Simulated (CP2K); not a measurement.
Band structure of Sn (I4_1/amd, 2 atoms in the cell).

```xyz
2
Lattice="4.5383 0.0000 0.0000 -3.3685 3.0412 0.0000 -0.5849 -1.5206 4.2357" Properties=species:S:1:pos:R:3 pbc="T T T"
Sn     2.2691     0.0000     2.1179
Sn     0.0000     0.0000     0.0000
```

Computed with CP2K with PBE, GPW, DZVP-MOLOPT-SR-GTH basis, GTH-PBE potentials (GTH_POTENTIALS).

Settings: CUTOFF = 400 Ry; REL_CUTOFF = 60 Ry; SMEAR/METHOD = GAUSSIAN; SIGMA = 0.05 eV; KPOINTS/SCHEME = MONKHORST-PACK 8 8 8; GAMMA_CENTERED = T; XC_FUNCTIONAL = PBE; Sn/BASIS_SET = DZVP-MOLOPT-SR-GTH-q4; Sn/POTENTIAL = GTH-PBE-q4; METHOD = GPW; EPS_DEFAULT = 1e-11; EXTRAPOLATION = USE_GUESS; NGRIDS = 4; SCF_GUESS = ATOMIC.

The starting cell comes from a database of computed structures (which also holds hypothetical and non-ambient phases and stackings), without a prior relaxation at this level. Its lattice was rescaled by a random factor within 2.5 % of one. Values carry the incompleteness of an atom-centred basis.

Levels in eV from the Fermi level, bands 1 to 6:
```tsv
point	1	2	3	4	5	6
Γ	-10.55	-3.84	-1.77	-1.77	3.13	6.19
X	-8.50	-8.50	0.59	0.59	1.52	1.52
M	-7.36	-7.36	-4.44	-4.44	5.09	5.09
Z	-6.38	-5.48	-2.81	-2.68	-2.68	2.80
P	-5.86	-5.86	-3.25	-3.25	3.46	3.46
N	-6.75	-5.18	-2.35	-1.53	-0.99	2.34
Z1	-6.38	-5.48	-2.81	-2.68	-2.68	2.80
```

Bands cross the Fermi level along this path, so the cell is metallic at this level.

Higher empty bands are left out: an atom-centred basis made for the valence describes them poorly.
